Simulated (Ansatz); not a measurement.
**Hypothetical anti-fluorite Tl2S, response to strain**

Consider Tl2S in the anti-fluorite structure (space group Fm-3m, No. 225; a hypothetical phase, not in the database extracts checked).

```xyz
3
Lattice="0.0000 3.5751 3.5751 3.5751 0.0000 3.5751 3.5751 3.5751 0.0000" Properties=species:S:1:pos:R:3 pbc="T T T"
S      0.0000     0.0000     0.0000
Tl     1.7876     1.7876     1.7876
Tl     5.3627     5.3627     5.3627
```

Cartesian axes are those of the cell as printed.

Strains are applied to the cell and any free atomic positions relax; under biaxial strain the out-of-plane vector relaxes too.

Computed with Ansatz (an electronic-structure program), PBEsol, PAW, cutoff 420 eV, scalar-relativistic without spin-orbit coupling.

Candidates:
(a) uniaxial strain ε_yy = −2.19 %
(b) uniaxial strain ε_xx = −3.65 %
(c) biaxial strain −0.88 %, plane normal [001], relaxed out of plane
(d) biaxial strain +3.68 %, plane normal [001], relaxed out of plane

Notes on the quantities. energy relative to the base: free energy F.

Order them by energy relative to the base, lowest first.

(c) biaxial strain −0.88 %, plane normal [001], relaxed out of plane (+0.4 meV/atom), (a) uniaxial strain ε_yy = −2.19 % (+1.7 meV/atom), (b) uniaxial strain ε_xx = −3.65 % (+5.0 meV/atom), (d) biaxial strain +3.68 %, plane normal [001], relaxed out of plane (+7.4 meV/atom)

A case with no gap was solved on a k-mesh chosen for an insulator, which is coarse for it. Whether these cells are dynamically stable was not tested. The final runs are not spin-polarised.
